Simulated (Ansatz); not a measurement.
Cell and atoms of amorphous silicon carbide (Si60C36):

```
CELL_PARAMETERS angstrom
     10.62677     0.00000     0.00000
      0.00000    10.62677     0.00000
      0.00000     0.00000    10.62677
ATOMIC_POSITIONS crystal
  Si 0.34389 0.76152 0.28528
  Si 0.26824 0.49382 0.01974
  Si 0.89842 0.47392 0.01877
  Si 0.45530 0.69603 0.81803
  Si 0.36347 0.29935 0.46439
  Si 0.51143 0.18071 0.93624
  Si 0.04383 0.32649 0.23778
  Si 0.88121 0.67756 0.15650
  Si 0.20090 0.05869 0.11082
  Si 0.44408 0.12646 0.56999
  Si 0.18931 0.79957 0.54810
  Si 0.94075 0.15236 0.16478
  Si 0.73415 0.61361 0.89165
  Si 0.94242 0.73919 0.55709
  Si 0.54265 0.72506 0.09790
  Si 0.54444 0.89836 0.64627
  Si 0.93909 0.15137 0.94570
  Si 0.03746 0.91926 0.05826
  Si 0.13857 0.20967 0.86947
  Si 0.38982 0.98386 0.78490
  Si 0.29842 0.37531 0.20257
  Si 0.29908 0.23326 0.01886
  Si 0.87164 0.93405 0.78251
  Si 0.32991 0.92259 0.43692
  Si 0.21118 0.07548 0.32961
  Si 0.14181 0.32025 0.63948
  Si 0.61351 0.66328 0.32114
  Si 0.04598 0.78291 0.25909
  Si 0.24204 0.70897 0.06176
  Si 0.03029 0.99928 0.43169
  Si 0.84471 0.49682 0.44941
  Si 0.49169 0.43208 0.59318
  Si 0.07288 0.04203 0.64361
  Si 0.68227 0.67187 0.61269
  Si 0.82702 0.90727 0.39930
  Si 0.41607 0.62777 0.54226
  Si 0.91237 0.28728 0.68259
  Si 0.65018 0.43296 0.09447
  Si 0.65524 0.10863 0.09630
  Si 0.14287 0.26961 0.42572
  Si 0.21369 0.52510 0.71309
  Si 0.77430 0.86067 0.18442
  Si 0.39859 0.96762 0.08298
  Si 0.43002 0.20241 0.26320
  Si 0.23682 0.84234 0.82617
  Si 0.65762 0.30614 0.53691
  Si 0.13375 0.51919 0.47980
  Si 0.78042 0.28467 0.86306
  Si 0.63410 0.90453 0.91394
  Si 0.38949 0.48892 0.84170
  Si 0.08621 0.42222 0.92291
  Si 0.92787 0.52155 0.69743
  Si 0.57021 0.96592 0.32822
  Si 0.01080 0.70327 0.86965
  Si 0.86265 0.45559 0.23707
  Si 0.91518 0.21950 0.41353
  Si 0.45929 0.49373 0.28221
  Si 0.72913 0.10853 0.72346
  Si 0.15126 0.52718 0.26120
  Si 0.59006 0.32962 0.33507
  C  0.72203 0.03745 0.36837
  C  0.61587 0.81623 0.24097
  C  0.51905 0.72434 0.65158
  C  0.88794 0.97548 0.96064
  C  0.06549 0.55124 0.80196
  C  0.50489 0.05815 0.19426
  C  0.48560 0.00249 0.93226
  C  0.24192 0.63017 0.57168
  C  0.05070 0.81641 0.43700
  C  0.31831 0.10255 0.68616
  C  0.44480 0.64446 0.37210
  C  0.72123 0.33891 0.21703
  C  0.47966 0.37171 0.75661
  C  0.38663 0.79482 0.11282
  C  0.19069 0.69333 0.23003
  C  0.73449 0.43746 0.94719
  C  0.49185 0.97165 0.48900
  C  0.57586 0.56784 0.16652
  C  0.11630 0.87212 0.69633
  C  0.59730 0.72983 0.92943
  C  0.78201 0.14160 0.32414
  C  0.75648 0.96392 0.03479
  C  0.83085 0.33063 0.52680
  C  0.69521 0.93753 0.75168
  C  0.88516 0.64990 0.98097
  C  0.19440 0.15899 0.70274
  C  0.72675 0.63060 0.44770
  C  0.97630 0.56784 0.53649
  C  0.76074 0.20503 0.20066
  C  0.90556 0.09731 0.69615
  C  0.98409 0.80988 0.71961
  C  0.53209 0.25567 0.77330
  C  0.13049 0.79641 0.95929
  C  0.59000 0.19071 0.65698
  C  0.78032 0.76444 0.49676
  C  0.77937 0.59864 0.72900
```

These are PBE, scalar-relativistic without spin-orbit coupling (plane waves to 420 eV, PAW; Ansatz, an electronic-structure program) values and carry that method's errors. Neutral PBE cell, which sets geometry, pressure and energy: sampling: a 2×2×2 Γ-centred mesh; Fermi-Dirac width 0.05 eV; no spin polarisation.

A CHGNet melt-quench gave the starting glass, which DFT then relaxed. The hot cell started wider than the set density and was brought back towards it in steps. It is the lowest in DFT energy of 4 quenches. It is a model cell: composition and starting density were chosen by hand, and all elements were melted together. No dispersion term was used. A short ab initio anneal came between quench and relaxation. Its density started from a set value of 2.93 and ended at 2.93 g/cm³. The quench (nominally 860 K/ps over its main leg) was far faster than any real one, so the model tends to hold more defects than a real film. Values belong to this one cell and scatter from quench to quench. The volume was held where the preparation left it.

Give the pressure, the energy against reference phases and the spacing of the highest filled and lowest empty levels.


The pressure on a 2×2×2 Γ-centred mesh comes out as 6.09 GPa. The largest force and stress component on that mesh (the relaxation ran on one k-point at (1/4, 1/4, 1/4)) comes out as 0.21 eV/Å and 6.4 GPa, the energy relative to 6H silicon carbide + silicon (lowest mix at this level among the phases computed, not always the ambient ones) is 0.533 eV/atom and the gap on a 2×2×2 Γ-centred mesh (PBE) comes out as within the smearing (under twice its width).

At PBE and the zone centre, how localised are the states just below and above the Fermi level (participation number: the atoms over which a state spreads)?

The highest filled state is spread over 27.8 atoms' worth, largest on C70, with weights by element (charge in smoothed Voronoi cells) Si 0.59, C 0.41. The lowest empty state is spread over 42.1 atoms' worth, largest on Si22, with weights by element (charge in smoothed Voronoi cells) Si 0.81, C 0.19.

The levels at the Fermi energy are partly filled. A closed spacing in one fast-quenched cell at PBE doesn't show the material to be a metal.

Bonds are counted up to Si-Si 2.58 Å, Si-C 2.18 Å, C-C 1.80 Å.

A PBE run started with 1 μB on atoms that lack a bond or may hold spare charge lost its moments; other starts weren't tried.
